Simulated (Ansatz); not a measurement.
Ansatz (a first-principles code) run on KAu₄Sn₂ (I-4c2, 14 atoms in the cell): self-consistent single point.

Computed with LDA (PW92), default PAW files made with PBE (plane waves; Ansatz).

```
K(SnAu2)2
1.0
   -4.42350     4.42350     4.08900
    4.42350    -4.42350     4.08900
    4.42350     4.42350    -4.08900
K Au Sn
2 8 4
Direct
  0.50000   0.00000   0.50000
  0.00000   0.50000   0.50000
  0.24260   0.23030   0.30270
  0.76970   0.07240   0.01230
  0.92760   0.93990   0.69730
  0.06010   0.75740   0.98770
  0.74260   0.43990   0.01230
  0.26970   0.25740   0.69730
  0.42760   0.73030   0.98770
  0.56010   0.57240   0.30270
  0.60600   0.60600   0.71200
  0.39400   0.10600   0.00000
  0.89400   0.89400   0.28800
  0.10600   0.39400   0.00000
```

Reference input (self-consistent single point, DFT, LDA (PW92), plane waves, default PAW files made with PBE): kpoints.mp_grid.grid = 3 3 3; hamiltonian.xc = lda; hamiltonian.pseudopotentials = {kind: paw} (the program's default PAW files); scf.occupations.method = fermi_dirac; scf.occupations.width = 0.05 eV. This run's input differs from it in these lines:

Ansatz 0.2 input:
```diff
@@ -21,3 +21,3 @@
 kpoints:
-  mp_grid: { grid: [3, 3, 3] }
+  mp_grid: { grid: [4, 4, 4] }
 hamiltonian:
```

Output (repeated stretches shortened):

```
SCF iter   1: F=—  HF=-129433.696549 eV  |F-HF|=—  |Δ(HF+E_count)|=         —  Δρ=6.74e-3  dr2=8.09e-2  ethr=1.77e-3  ⟨swp⟩=5.7  Hψ=6582  notcnv=0  defer=54
all-band conjugate gradients solve this SCF's bands
preconditioner: auto → LDOS
SCF iter   2: F=—  HF=-129433.685442 eV  |F-HF|=—  |Δ(HF+E_count)|=   1.11e-2  Δρ=3.50e-3  dr2=3.58e-2  ethr=3.58e-5  ⟨swp⟩=2.0  Hψ=3189  notcnv=0  defer=178
   [... lines left out ...]
SCF iter   4: F=—  HF=-129433.668979 eV  |F-HF|=—  |Δ(HF+E_count)|=   3.67e-4  Δρ=1.51e-4  dr2=5.42e-5  ethr=5.73e-7  ⟨swp⟩=2.3  Hψ=2955  notcnv=0  defer=178
SCF iter   5: F=—  HF=-129433.668860 eV  |F-HF|=—  |Δ(HF+E_count)|=   1.19e-4  Δρ=3.34e-5  dr2=3.81e-6  ethr=2.40e-8  ⟨swp⟩=2.0  Hψ=2619  notcnv=0  defer=178
SCF iter   6: F=—  HF=-129433.668860 eV  |F-HF|=—  |Δ(HF+E_count)|=   2.07e-7  Δρ=1.18e-5  dr2=5.37e-7  ethr=1.69e-9  ⟨swp⟩=2.2  Hψ=2567  notcnv=0  defer=178
SCF iter   7: F=-129433.668859 eV  HF=-129433.668859 eV  |F-HF|=1.11e-8  |Δ(HF+E_count)|=   7.96e-8  Δρ=2.83e-6  dr2=2.68e-8  ethr=4.42e-11  ⟨swp⟩=11.8  Hψ=8793  notcnv=0
SCF 1 converged in 7 iterations: F = -129433.668859 eV  dr2 = 2.68e-8
Free energy (F): -129433.668859 eV
Internal energy: -129433.624077 eV  (E = F + TS)
E sigma→0 (E₀):  -129433.646468 eV
Entropy (-TS):   -0.044782 eV (-3.199 meV/atom)
Fermi energy:    13.117287 eV
--- Forces (eV/Å), atoms counted from 1 ---
  atom   1  K      0.00000000    -0.00000000    -0.00000000
  atom   2  K     -0.00000000     0.00000000     0.00000000
  atom   3  Au    -0.04945543    -0.04316982    -0.12583276
  atom   4  Au    -0.04316982     0.04945543     0.12583276
  atom   5  Au     0.04945543     0.04316982    -0.12583276
  atom   6  Au     0.04316982    -0.04945543     0.12583276
  atom   7  Au     0.04945543    -0.04316982    -0.12583276
  atom   8  Au     0.04316982     0.04945543     0.12583276
   [... lines left out ...]
  atom  14  Sn    -0.05851345     0.05851345     0.00000000
--- Stress (GPa, compression-positive) ---
       -1.411661       0.000000      -0.000000
        0.000000      -1.411661      -0.000000
       -0.000000      -0.000000      -2.549357
  P = ⅓ Tr σ = -1.7909 GPa (-17.909 kbar)
  The stress holds the Pulay correction. Without it, at fixed plane waves, as pw.x and ABINIT print it: P = -1.8290 GPa
```

The run converged in 7 iterations. Against the reference run the free energy goes down by 5.2 meV/atom, the pressure goes from -1.91 to -1.79 GPa and the largest force goes from 0.223 to 0.142 eV/Å.

The starting cell comes from a database of published, mostly measured structures (it also holds non-ambient and calculated ones), without a prior relaxation at this level. Spin-orbit coupling is off. Ansatz's pressure includes its estimate of the finite-basis (Pulay) stress.
